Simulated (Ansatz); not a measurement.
Functionals compared on a constructed model of the (110) surface of bcc Nb, a pseudomorphic layer of Re in the host's stacking (bottom of the slab: a bare face, its two planes held), in Ansatz (plane waves, PAW). The structure was relaxed with PBE; the other rows are single points on it. Cutoff 420 eV (500 eV for r2SCAN).

Set-up: 7 atoms, 14.5 Å thick at the start; mesh 14x14x1; 0.1 eV smearing; dipole correction on; 2 atoms held, the rest relaxed; held to the start's symmetry, so lower structures may exist; no spin, no spin-orbit, no U. It is one candidate, not shown to be the stable structure of the face. These notes are the PBE run's.

| functional | work function of the top face (eV) | rough cost of the single point |
|---|---|---|
| PBE | 4.55 | – |
| RPBE | ___ | roughly 50 core-seconds |
| r2SCAN | 4.56 | roughly 90 core-seconds |

Problem. What belongs in the gaps?

Solution. 
- RPBE, work function of the top face (eV): 4.41

Ansatz is a first-principles code.
